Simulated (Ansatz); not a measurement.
Base system: GaN in the zinc blende structure (space group F-43m, No. 216).

```
GaN
1.0
    0.00000     2.22769     2.22769
    2.22769     0.00000     2.22769
    2.22769     2.22769     0.00000
Ga N
1 1
Cartesian
  0.00000   0.00000   0.00000
  1.11384   1.11384   1.11384
```

Cartesian axes are those of the cell as printed.

Method: LDA (Ansatz, a program for electronic structure, PAW, without spin-orbit coupling).

For the base:

| Property | Result |
|---|---|
| Volume per atom | 11.06 Å³ |
| Band gap | 1.96 eV |

One thing is altered: biaxial strain +0.50 %, plane normal [001], relaxed out of plane (Cartesian); in-plane vectors clamped, the third vector and the atoms free.

Estimate the effect on the volume per atom and band gap.

The volume per atom grows by 0.049 Å³ to 11.10 Å³; the band gap decreases by 0.062 eV (1.96 eV → 1.89 eV).

Stability against distortions was not tested. This is not the structure that GaN has at room temperature and ambient pressure.
